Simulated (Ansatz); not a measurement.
The reference is an 8-atom supercell of InSb in the zinc blende structure (space group F-43m, No. 216; a = 6.520 Å) at its relaxed geometry.

The values are results of Ansatz (a quantum-chemistry and plane-wave program) PBEsol, without spin-orbit coupling, earlier PAW set, not measurements.

One neutral defect a cell, atoms relaxed at fixed cell.

One change was made to it. Results:

| quantity | base | after |
|---|---|---|
| largest displacement of a host atom from its site in the perfect cell | – | 0.04 Å |
| pressure | 0.0 GPa | 1.4 GPa |

Problem. What was done to the base?
(A) Sn on a In site
(B) Sb interstitial (started 2.66 Å from the nearest host atom), symmetric start
(C) In vacancy

Solution. A, Sn on a In site. For comparison, the largest displacement of a host atom from its site in the perfect cell in the other runs: Sb interstitial (started 2.66 Å from the nearest host atom), symmetric start gives 0.37 Å; In vacancy gives 0.86 Å.

The cell is small, so the values are those of an ordered compound at a high defect concentration; dilute-limit values will differ. Defects with a symmetric start kept the site's symmetry and may sit on a saddle; the others started slightly shaken. All final runs are without spin polarisation.
